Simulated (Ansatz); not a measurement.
Input and output of a self-consistent single point for a (001) slab of SiSbPt5 (cut from a parent of space group no. 123; 7 atoms in the cell) (Ansatz, a program for electronic structure).

Level of theory: LDA (PW92), default PAW files made with PBE (plane waves; Ansatz).

```yaml
crystal:
  lattice:
    - [3.91277, 0.00000, 0.00000]
    - [0.00000, 3.91277, 0.00000]
    - [0.00000, 0.00000, 19.60440]
  atoms:
    - { symbol: Si, position: [0.50000, 0.50000, 0.64294] }
    - { symbol: Sb, position: [0.00000, 0.00000, 0.45206] }
    - { symbol: Pt, position: [0.00000, 0.00000, 0.64294] }
    - { symbol: Pt, position: [0.50000, 0.00000, 0.54705] }
    - { symbol: Pt, position: [0.50000, 0.00000, 0.35706] }
    - { symbol: Pt, position: [0.00000, 0.50000, 0.54705] }
    - { symbol: Pt, position: [0.00000, 0.50000, 0.35706] }
```

Reference input (self-consistent single point, DFT, LDA (PW92), plane waves, default PAW files made with PBE): basis.ecutwfc = 420 eV; kpoints.mp_grid.grid = 8 8 1; hamiltonian.xc = lda; hamiltonian.pseudopotentials = {kind: paw} (the program's default PAW files); scf.occupations.method = gaussian; scf.occupations.width = 0.1 eV. This run's input differs from it in these lines:

Ansatz 0.2 input:
```diff
@@ -14,3 +14,3 @@
 basis:
-  ecutwfc: 420.0
+  ecutwfc: 840.0
 kpoints:
```

Log, with long lists cut:

```
SCF iter   1: F=—  HF=-68167.543393 eV  |F-HF|=—  |Δ(HF+E_count)|=         —  Δρ=8.36e-3  dr2=2.54e0  ethr=1.77e-3  ⟨swp⟩=8.7  Hψ=4569  notcnv=0  defer=16
all-band conjugate gradients solve this SCF's bands
preconditioner: auto → LDOS
SCF iter   2: F=—  HF=-68167.469443 eV  |F-HF|=—  |Δ(HF+E_count)|=   7.39e-2  Δρ=3.18e-3  dr2=4.75e-2  ethr=1.77e-3  ⟨swp⟩=1.5  Hψ=1154  notcnv=0  defer=47
   [... lines left out ...]
SCF iter   6: F=—  HF=-68167.459973 eV  |F-HF|=—  |Δ(HF+E_count)|=   1.93e-5  Δρ=4.83e-5  dr2=2.11e-5  ethr=8.37e-8  ⟨swp⟩=2.0  Hψ=1316  notcnv=0  defer=73
SCF iter   7: F=—  HF=-68167.459970 eV  |F-HF|=—  |Δ(HF+E_count)|=   3.25e-6  Δρ=1.64e-5  dr2=1.94e-6  ethr=1.94e-8  ⟨swp⟩=2.1  Hψ=1339  notcnv=0  defer=73
SCF iter   8: F=—  HF=-68167.459969 eV  |F-HF|=—  |Δ(HF+E_count)|=   7.77e-8  Δρ=5.08e-6  dr2=1.55e-7  ethr=1.78e-9  ⟨swp⟩=2.5  Hψ=1535  notcnv=0  defer=72
SCF iter   9: F=-68167.459969 eV  HF=-68167.459969 eV  |F-HF|=3.64e-10  |Δ(HF+E_count)|=   6.66e-9  Δρ=1.79e-6  dr2=1.53e-8  ethr=9.17e-11  ⟨swp⟩=17.1  Hψ=4897  notcnv=0
SCF 1 converged in 9 iterations: F = -68167.459969 eV  dr2 = 1.53e-8
Free energy (F): -68167.459969 eV
Internal energy: -68167.433332 eV  (E = F + TS)
E sigma→0 (E₀):  -68167.446651 eV
Entropy (-TS):   -0.026637 eV (-3.805 meV/atom)
Fermi energy:    3.860355 eV
--- Forces (eV/Å), atoms counted from 1 ---
  atom   1  Si     0.00000000     0.00000000    -1.40776496
  atom   2  Sb     0.00000000     0.00000000    -1.05590057
  atom   3  Pt     0.00000000     0.00000000     0.70847361
  atom   4  Pt     0.00000000     0.00000000     0.22521193
  atom   5  Pt    -0.00000000     0.00000000     0.65238884
  atom   6  Pt     0.00000000     0.00000000     0.22521193
  atom   7  Pt    -0.00000000     0.00000000     0.65238884
--- Stress (GPa, compression-positive) ---
       -6.680788       0.000000       0.000000
        0.000000      -6.680788       0.000000
        0.000000       0.000000      -2.248190
  P = ⅓ Tr σ = -5.2033 GPa (-52.033 kbar)
  The stress holds the Pulay correction. Without it, at fixed plane waves, as pw.x and ABINIT print it: P = -5.2039 GPa
```

The run converged in 9 iterations. Against the reference run the free energy drops by 1.6 meV/atom and the largest force stays at 1.408 eV/Å.

The starting cell comes from a database of computed structures (which also holds hypothetical and non-ambient phases and stackings), without a prior relaxation at this level. The slab is cut from that crystal, and its faces are unrelaxed. Its lattice was rescaled by up to half a per cent. Spin-orbit coupling is off. Spin polarisation is off. The two faces of this cut differ, and no dipole correction was used. Forces in this geometry exceed 1 eV/Å.

Cost on one core of a shared machine: roughly 60 s.
